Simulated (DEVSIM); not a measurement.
Device: abrupt InP p-n junction, at 350 K.

| layer (left to right) | material | thickness (μm) | Nd (cm⁻³) | Na (cm⁻³) | τn (s) | τp (s) |
|---|---|---|---|---|---|---|
| 1 | InP | 1.60 | - | 9.4e15 | 8.2e-8 | 8.2e-8 |
| 2 | InP | 0.420 | 3.8e15 | - | 8.2e-8 | 8.2e-8 |

Left contact: ohmic. Right contact: ohmic. Voltage is applied to the left contact. Recombination: SRH at mid-gap, radiative, Auger. Mobility is μmin + (μ − μmin)/(1 + (N/Nref)^α).

Constants are typed, rounded textbook-type inputs, not results; the design itself was drawn at random and stands for no fabricated device. Values at 300 K; Nc and Nv go as T^1.5, mobilities as T to minus their exponent, the gap by Varshni's rule with the affinity fixed.

```csv
parameter,InP
gap (eV),1.344
affinity (eV),4.38
permittivity,12.5
Nc (cm⁻³),5.7e17
Nv (cm⁻³),1.1e19
μn (cm²/Vs),5200
μp (cm²/Vs),170
"μn,min",400
"μp,min",10
"Nref,n",3e17
"Nref,p",4.9e17
αn,0.47
αp,0.62
T exponent of μn,2
T exponent of μp,2
B (cm³/s),1.2e-10
Cn (cm⁶/s),9e-31
Cp (cm⁶/s),9e-31
Varshni α (eV/K),0.000363
Varshni β (K),162
```

Simulated with DEVSIM: 1D drift-diffusion, Boltzmann statistics, complete ionisation; no tunnelling, impact ionisation, image-force lowering or self-heating.

The temperature was swept, all else fixed.

| temperature (K) | dark forward voltage at 100 A/cm² (V) | largest field in the device at zero bias (V/cm) | potential step across the device at zero bias (V) | dark forward voltage at 1 A/cm² (V) |
|---|---|---|---|---|
| 250 | 1.078 | 30000 | 1.111 | 0.967 |
| 300 | 0.997 | 28000 | 1.032 | 0.862 |
| 350 | 0.916 | 27000 | 0.950 | 0.756 |
| 400 | 0.833 | 25000 | 0.865 | 0.648 |
| 450 | 0.748 | 24000 | 0.779 | 0.539 |
| 500 | … | … | 0.691 | … |

Problem. Some entries are withheld; supply them.

Solution. 
- 500, dark forward voltage at 100 A/cm² (V): 0.663
- 500, largest field in the device at zero bias (V/cm): 22000
- 500, dark forward voltage at 1 A/cm² (V): 0.428
